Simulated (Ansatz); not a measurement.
**Sensitivity of a calculation on CO2 (P1, 12 atoms in the cell) to its settings**

```
CELL_PARAMETERS angstrom
      5.49707     0.00000     0.00000
      0.00000     5.49707     0.00000
      0.00000     0.00000     5.49707
ATOMIC_POSITIONS crystal
  C  0.99947 0.00047 0.00313
  C  0.49658 0.99646 0.49677
  C  0.49451 0.49439 0.99803
  C  0.00165 0.49928 0.49993
  O  0.12466 0.12438 0.12519
  O  0.87868 0.88616 0.87890
  O  0.38512 0.87453 0.62251
  O  0.61620 0.12448 0.37830
  O  0.62371 0.37755 0.87910
  O  0.37419 0.62464 0.12170
  O  0.87901 0.62373 0.37188
  O  0.12622 0.37394 0.62456
```

Base run A: HSE06, PAW files made with PBE (Ansatz, a quantum-chemistry and plane-wave program), self-consistent single point.

Its settings: basis.ecutwfc = 420 eV; kpoints.mp_grid.grid = 3 3 3; hamiltonian.xc = hse06; hamiltonian.pseudopotentials = {kind: paw} (the program's default PAW files); scf.occupations.method = fixed.

The starting cell comes from a database of computed structures (which also holds hypothetical and non-ambient phases and stackings), without a prior relaxation at this level. Its atoms were displaced at random from the sites of space group no. 205. In the base run, forces exceed 1 eV/Å. Ansatz's pressure includes its estimate of the finite-basis (Pulay) stress.

ΔF is the free energy per atom less that of run A. A dash stands where there is no value to compare (another energy zero or no entropy term, no result, no spin, no clean gap, or a mesh too coarse for one). Absolute energies have different zeros for different potentials, functionals, Hubbard and dispersion terms and are not compared across them.

```json
[
 {"run": "A", "change": "base", "ΔF (meV/atom)": "0.00", "pressure (GPa)": "-2.79", "largest force (eV/Å)": "3.729", "gap on the mesh (eV)": "8.542"},
 {"run": "B", "change": "hamiltonian.xc: hse06 → pbe0 [PBE0]", "ΔF (meV/atom)": "–", "pressure (GPa)": "-2.84", "largest force (eV/Å)": "3.745", "gap on the mesh (eV)": "9.326"},
 {"run": "C", "change": "scf.convergence.dr2_threshold: default (1e-07 eV) → 0.0001 eV", "ΔF (meV/atom)": "0.00", "pressure (GPa)": "-2.79", "largest force (eV/Å)": "3.729", "gap on the mesh (eV)": "8.542"},
 {"run": "D", "change": "basis.precision: default → f64", "ΔF (meV/atom)": "0.00", "pressure (GPa)": "-2.79", "largest force (eV/Å)": "3.729", "gap on the mesh (eV)": "8.542"},
 {"run": "E", "change": "scf.mixing.algorithm: default (the program chose MSR1) → anderson; scf.mixing.ndim: default → 12", "ΔF (meV/atom)": "0.00", "pressure (GPa)": "-2.79", "largest force (eV/Å)": "3.730", "gap on the mesh (eV)": "8.542"},
 {"run": "F", "change": "scf.mixing.algorithm: default (the program chose MSR1) → broyden; scf.mixing.beta: default → 0.05", "ΔF (meV/atom)": "0.00", "pressure (GPa)": "-2.79", "largest force (eV/Å)": "3.729", "gap on the mesh (eV)": "8.542"}
]
```

Run B against A: The pressure moves little (-2.79 to -2.84 GPa), the largest force goes from 3.729 to 3.745 eV/Å and the gap on the mesh goes from 8.542 to 9.326 eV.

Run E against A: The free energy is nearly the same (within 1 meV/atom), the pressure stays at -2.79 GPa, the largest force moves little (3.729 to 3.730 eV/Å) and the gap on the mesh stays at 8.542 eV.

Left out of this page: 1 run of the series held back from this collection.

Keys are those of Ansatz 0.2.
